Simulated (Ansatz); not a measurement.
# Cubic perovskite EuTiO3

Method: HSE06 (plane waves, PAW; Ansatz, an electronic-structure program).

Run with plane-wave cutoff 460 eV, 8×8×8 k mesh, Fermi–Dirac smearing 0.05 eV, spin-polarised with parallel moments, scalar-relativistic PAW data made under PBE.

Cell (relaxed at this level):

```cif
data_EuO3Ti
_chemical_formula_sum 'Eu1 Ti1 O3'
_space_group_name_H-M_alt 'P 1'
_space_group_IT_number 1
_cell_length_a 3.89472
_cell_length_b 3.89472
_cell_length_c 3.89472
_cell_angle_alpha 90.000
_cell_angle_beta 90.000
_cell_angle_gamma 90.000
loop_
_space_group_symop_operation_xyz
  'x, y, z'
loop_
_atom_site_label
_atom_site_type_symbol
_atom_site_fract_x
_atom_site_fract_y
_atom_site_fract_z
_atom_site_occupancy
Eu1 Eu 0.00000 0.00000 0.00000 1
Ti1 Ti 0.50000 0.50000 0.50000 1
O1 O 0.50000 0.00000 0.50000 1
O2 O 0.00000 0.50000 0.50000 1
O3 O 0.50000 0.50000 0.00000 1
```
Starting moments (μB, in the order of the record's atoms Eu Ti O O O): 7.0 0.0 0.0 0.0 0.0.

For cubic perovskite EuTiO3, the bulk modulus comes out as 196 GPa and the band gap comes out as 0.51 eV (on the SCF k mesh). The smallest direct gap on the k points sampled comes out as 0.54 eV and the pressure derivative B′ of the bulk modulus comes out as 4.3.

Note: the magnetic order was assumed, not searched for or taken from measurement; the state of the 4f shell is in doubt.

Spin–orbit coupling is not included.

The computed numbers hold no vibrational or temperature effects.
